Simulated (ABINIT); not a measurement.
ABINIT run on Nb (Im-3m, 1 atom in the cell): self-consistent single point.

Method: PBEsol, PAW (JTH v2.0 PBE PAW, files made for PBE) (plane waves; ABINIT).

```yaml
crystal:
  lattice:
    - [-1.65881, 1.65881, 1.65881]
    - [1.65881, -1.65881, 1.65881]
    - [1.65881, 1.65881, -1.65881]
  atoms:
    - { symbol: Nb, position: [0.00000, 0.00000, 0.00000] }
```

Reference input (self-consistent single point, DFT, PBE, plane waves, PAW (JTH v2.0 PBE PAW)): pseudos = [Nb.GGA_PBE-JTH.xml]; ecut = 40 Ry; pawecutdg = 80 Ry; pawxcdev = 0; occopt = 7; tsmear = 0.00367493 Ha; ngkpt = 9 9 9; nshiftk = 1; shiftk = 0 0 0; potentials = JTH v2.0 PBE PAW; nband = 12; kptopt = 1. This run's input differs from it in these lines:

```diff
@@ -18,2 +18,3 @@
 pawxcdev 0
+ixc -116133
 occopt 7
```

Output (repeated stretches shortened):

```
--- !BeginCycle
solver: {iscf: 17, nstep: 50, nline: 4, wfoptalg: 10, }
tolerances: {tolvrs: 1.00E-11, }
...

     iter   Etot(hartree)      deltaE(h)  residm     nres2
 ETOT  1  -57.445624153833    -5.745E+01 3.394E-01 5.761E+00
 ETOT  2  -57.526912111610    -8.129E-02 3.268E-02 5.629E-01
 ETOT  3  -57.526593243274     3.189E-04 8.279E-03 1.200E-01
 ETOT  4  -57.526654867934    -6.162E-05 1.439E-03 5.314E-04
 ETOT  5  -57.526655385208    -5.173E-07 1.848E-03 8.830E-05
 ETOT  6  -57.526655524513    -1.393E-07 6.063E-05 3.472E-06
 ETOT  7  -57.526655535676    -1.116E-08 4.761E-05 1.458E-08
 ETOT  8  -57.526655535672     4.412E-12 1.147E-05 1.292E-08
 ETOT  9  -57.526655535681    -9.344E-12 9.183E-06 8.185E-11
 ETOT 10  -57.526655535684    -2.956E-12 4.272E-06 8.650E-12
 At SCF step   10       nres2   =  8.65E-12 < tolvrs=  1.00E-11 =>converged.

 Cartesian components of stress tensor (hartree/bohr^3)
  sigma(1 1)=  2.64091537E-04  sigma(3 2)=  0.00000000E+00
  sigma(2 2)=  2.64091537E-04  sigma(3 1)=  0.00000000E+00
  sigma(3 3)=  2.64091537E-04  sigma(2 1)=  0.00000000E+00

 ----iterations are completed or convergence reached----

 reduced coordinates (array xred) for    1 atoms
       0.000000000000      0.000000000000      0.000000000000
 cartesian forces (eV/Angstrom) at end:
    1     -0.00000000000000    -0.00000000000000    -0.00000000000000
 frms,max,avg= 0.0000000E+00 0.0000000E+00   0.000E+00  0.000E+00  0.000E+00 e/A
 length scales=  1.000000000000  1.000000000000  1.000000000000 bohr
              =  0.529177208590  0.529177208590  0.529177208590 angstroms
   [... lines left out ...]
 Fermi (or HOMO) energy (hartree) =   0.49968   Average Vxc (hartree)=  -0.45906
 Fermi (or HOMO) energy (eV) =  13.59686   Average Vxc (eV)= -12.49156
   [... lines left out ...]
'-kT*entropy'       : -3.04189503503057E-04
total_energy        : -5.75266525109702E+01
total_energy_eV     : -1.56537982365684E+03
...

-Cartesian components of stress tensor (GPa)         [Pressure= -7.7698E+00 GPa]
- sigma(1 1)=  7.76983996E+00  sigma(3 2)=  0.00000000E+00
- sigma(2 2)=  7.76983996E+00  sigma(3 1)=  0.00000000E+00
- sigma(3 3)=  7.76983996E+00  sigma(2 1)=  0.00000000E+00

 Calculation completed.
```

The run converged in 10 iterations. Against the reference run the pressure goes from -1.92 to -7.77 GPa.

The starting cell comes from a database of computed structures (which also holds hypothetical and non-ambient phases and stackings), without a prior relaxation at this level. Spin polarisation is off. The potentials were made for another functional than the one used. With a pressure of about -8 GPa the cell is away from its equilibrium volume at this level.
